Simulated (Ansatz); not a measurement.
## Response to strain in NaVSe2

The parent structure is NaVSe₂ (space group R-3m, No. 166; a = 3.704 Å, c = 20.465 Å (hexagonal axes); ferromagnetic; a model cell, its experimental status unchecked; relaxed with 0.1 eV smearing). Axes: x lies along a and z along c of the hexagonal cell.

Strains are applied to the cell and any free atomic positions relax; under biaxial strain the out-of-plane vector relaxes too; under stress the whole cell relaxes.

Computed with DFT with PBEsol, PAW potentials and a 420 eV plane-wave cutoff in Ansatz (a first-principles code), scalar-relativistic without spin-orbit coupling.

Notes on the quantities. energy relative to the base: free energy F; pressure: mean of the normal stresses, compression positive.

| variant | shortest interatomic distance | energy relative to the base | pressure |
|---|---|---|---|
| base | 4.827 bohr | 0 meV/atom | 0.0 GPa |
| biaxial strain −3.75 %, plane normal [001], relaxed out of plane | 4.770 bohr | +19 meV/atom | 2.6 GPa |
| biaxial strain −2.11 %, plane normal [001], relaxed out of plane | 4.794 bohr | +5.8 meV/atom | 1.5 GPa |
| biaxial strain −0.80 %, plane normal [001], relaxed out of plane | 4.814 bohr | +0.8 meV/atom | 0.5 GPa |
| biaxial strain −0.72 %, plane normal [001], relaxed out of plane | 4.816 bohr | +0.7 meV/atom | 0.5 GPa |
| biaxial strain +1.46 %, plane normal [001], relaxed out of plane | 4.852 bohr | +2.7 meV/atom | -1.0 GPa |
| uniaxial strain ε_zz = −5.23 % | 4.792 bohr | +14 meV/atom | 3.0 GPa |
| uniaxial strain ε_zz = +4.06 % | 4.851 bohr | +7.5 meV/atom | -1.7 GPa |
| uniaxial stress, 1 GPa compression along z | 4.826 bohr | +1.1 meV/atom | – |

The magnetic state is the one reached from the starting moments; the real material's order can differ, and small cells can't hold many antiferromagnetic ones. Stability under load was not tested beyond the relaxation.
